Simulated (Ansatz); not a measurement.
Start from NiO in the rock salt structure (space group Fm-3m, No. 225; a = 4.116 Å; ferromagnetic).

Computed with PBEsol, PAW, 420 eV (Ansatz, a program for electronic structure; without spin-orbit coupling).

For the base:

The band gap comes out as zero. The largest site moment is 1.02 μB. The density is 7.12 g/cm³.

Modification: cell and atoms relaxed at a pressure of 5 GPa.

Estimate the effect on the band gap, largest site moment and density.

The band gap is still zero; the largest site moment falls by 0.26 μB (1.02 μB → 0.76 μB); the density rises by 0.208 g/cm³, from 7.12 g/cm³ to 7.32 g/cm³.

Load acts through the strain it causes; cell and atoms are relaxed under it. No phonon test of stability was made. No other phases were tried under pressure. No Hubbard U is applied and the magnetic state is the run's own (NiO ferromagnetic); small cells can't hold the antiferromagnetic order that many such compounds have, so gaps and moments can be off. In its common phase, real NiO is an antiferromagnetic insulator at low temperature.
